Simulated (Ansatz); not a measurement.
A constructed model of the (111)B surface of zinc-blende BN, N-terminated, 2x2 B adatom at H3 (bottom of the slab: 3 H on 4 bottom sites)

Calculation: PBE (plane waves to 420 eV, PAW; Ansatz, an electronic-structure program).

Model: 44-atom slab, 11.0 Å thick at the start with caps and adatoms (thin: gaps and levels are the slab's own), 5x5x1 mesh, Fermi-Dirac 0.025 eV, dipole correction, 8 atoms held, the rest relaxed; start symmetry kept, larger cells not searched; no spin, no spin-orbit, no U. In PBE it is, or lies within 0.01 eV a 1x1 cell of, the lowest of the 3 structures of its composition computed so far; subsurface sites and larger cells were not tried.

```json
{
 "gap_of_the_slab_on_its_k_mesh": "2.99 eV",
 "highest_filled_level_below_the_top_vacuum_level": "5.80 eV",
 "energy_released_by_relaxation": "3.53 eV",
 "cost": "roughly 5 core-minutes"
}
```
